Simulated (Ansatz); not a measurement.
**LaTiO2N (Pmma, No. 51, 10 atoms in the cell; start mp-1178120): smallest direct gap on the k points sampled by level of theory**

No measured value is used here.

```csv
level (code),value (eV),cell (Å³/atom)
LDA (Ansatz),0.68,11.77
PBEsol (Ansatz),0.74,12.06
r²SCAN (Ansatz),1.14,12.29
r²SCAN+rVV10 (Ansatz),1.11,12.19
```

Computed values are for a static lattice. Levels without +SOC have no spin–orbit coupling; where heavier elements are present it shifts gaps, mostly down, and can invert bands.  Each level is taken at its own relaxed cell. Cutoffs differ between the levels. Ansatz's density-functional and Hartree–Fock values are scalar-relativistic unless marked +SOC, with PAW data made under PBE.

A start named mp-… is a Materials Project structure, which need not be a measured phase.

Ansatz is an electronic-structure program.
